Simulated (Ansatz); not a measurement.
Checking a run of Ansatz (a first-principles code) on FeSi (P2_13, 8 atoms in the cell). The aim is a self-consistent single point with DFT, PBEsol, plane waves, default PAW files made with PBE.

Cell that was meant: a = 4.4867 Å, b = 4.4867 Å, c = 4.4867 Å, α = 90.00°, β = 90.00°, γ = 90.00°.

Part of the input:

```yaml
crystal:
  lattice:
    - [2.374276, 0.000000, 0.000000]
    - [0.000000, 2.374276, 0.000000]
    - [0.000000, 0.000000, 2.374276]
  atoms:
    - { symbol: Fe, position: [0.863090, 0.636910, 0.363090] }
    - { symbol: Fe, position: [0.636910, 0.363090, 0.863090] }
```

Log, with long lists cut:

```
WARN ansatz: RAYON_NUM_THREADS=1 ignored (pool sized by the plan → 1); use --threads N
Pseudopotentials: kind: paw
   [... lines left out ...]
PAW frozen core: Si, regenerated for the run's functional, and the local potential with it
Initial density: superposition of atomic densities (neutral atoms: chi_scale 0, normalization atom), corrected by the library's trained network
Initial wavefunctions: pseudopotential atomic-orbital guess
Eigensolver: davidson
Functional: x = pbesol(κ = 0.804, μ = 0.12345679012345678), c = pbesol(β = 0.046)
SCF iter   1: F=—  HF=-20622.740473 eV  |F-HF|=—  |Δ(HF+E_count)|=         —  Δρ=6.62e0  dr2=3.23e3  ethr=1.77e-3  ⟨swp⟩=87.6  Hψ=20108  notcnv=1  defer=16
all-band conjugate gradients solve this SCF's bands
preconditioner: auto → LDOS
SCF iter   2: F=—  HF=-19600.562878 eV  |F-HF|=—  |Δ(HF+E_count)|=    1.02e3  Δρ=2.20e0  dr2=2.31e2  ethr=1.77e-3  ⟨swp⟩=36.1  Hψ=8958  notcnv=0  defer=53
   [... lines left out ...]
SCF iter   9: F=—  HF=-19499.183967 eV  |F-HF|=—  |Δ(HF+E_count)|=   9.60e-7  Δρ=1.06e-4  dr2=6.87e-7  ethr=8.93e-9  ⟨swp⟩=5.6  Hψ=2270  notcnv=0  defer=20
SCF iter  10: F=—  HF=-19499.183967 eV  |F-HF|=—  |Δ(HF+E_count)|=   7.87e-8  Δρ=4.98e-5  dr2=1.54e-7  ethr=1.25e-10  ⟨swp⟩=70.2  Hψ=14582  notcnv=0
SCF iter  11: F=-19499.183967 eV  HF=-19499.183967 eV  |F-HF|=1.56e-10  |Δ(HF+E_count)|=   5.37e-8  Δρ=1.83e-6  dr2=2.06e-10  ethr=1.25e-10  ⟨swp⟩=19.8  Hψ=6623  notcnv=0
SCF 1 converged in 11 iterations: F = -19499.183967 eV  dr2 = 2.06e-10
Free energy (F): -19499.183967 eV
Internal energy: -19499.183967 eV  (E = F + TS)
E sigma→0 (E₀):  -19499.183967 eV
Fermi energy:    109.395032 eV
--- Forces (eV/Å), atoms counted from 1 ---
  atom   1  Fe    -6.94845638     6.94845638    -6.94845638
  atom   2  Fe     6.94845638    -6.94845638    -6.94845638
  atom   3  Fe    -6.94845638    -6.94845638     6.94845638
  atom   4  Fe     6.94845638     6.94845638     6.94845638
  atom   5  Si    -1.08225593     1.08225593    -1.08225593
  atom   6  Si     1.08225593    -1.08225593    -1.08225593
  atom   7  Si    -1.08225593    -1.08225593     1.08225593
  atom   8  Si     1.08225593     1.08225593     1.08225593
--- Stress (GPa, compression-positive) ---
    13902.585910       0.000000      -0.000000
        0.000000   13902.585910       0.000000
       -0.000000      -0.000000   13902.585910
  P = ⅓ Tr σ = 13902.5859 GPa (139025.859 kbar)
  The stress holds the Pulay correction. Without it, at fixed plane waves, as pw.x and ABINIT print it: P = 13616.7698 GPa
```

Problem. Is anything amiss in this input, and did it matter?

Solution. The run is not sound. The fault is this: lattice multiplied by the bohr radius once too often. Bohr and ångström differ by a factor of 1.89; the cell that the program reads is then far too large or far too small. To fix it, give the lengths in the unit that the key or card expects. The run converged in 11 iterations without an error; against the sound input the free energy rises by 98.4 eV/atom, the pressure goes from -12.46 to 13900 GPa and the largest force goes from 0.199 to 12.04 eV/Å.

An input that runs soundly differs in these lines (not the only fix; some lines may just follow from the change or write a value another way):
```diff
-    - [2.374276, 0.000000, 0.000000]
-    - [0.000000, 2.374276, 0.000000]
-    - [0.000000, 0.000000, 2.374276]
+    - [4.486732, 0.000000, 0.000000]
+    - [0.000000, 4.486732, 0.000000]
+    - [0.000000, 0.000000, 4.486732]
```

With that input, the run converged in 7 iterations: free energy E − TS (on the zero of these files) -20286.3127 eV; pressure -12.46 GPa; largest force (vector length) 0.199 eV/Å (DFT, PBEsol, plane waves, default PAW files made with PBE).

On the sound input: the starting cell comes from a database of computed structures (which also holds hypothetical and non-ambient phases and stackings), without a prior relaxation at this level. Its lattice was rescaled by a random factor within 2.5 % of one. Spin polarisation is off. With a pressure of about -12 GPa the cell is away from its equilibrium volume at this level. Ansatz's pressure includes its estimate of the finite-basis (Pulay) stress.
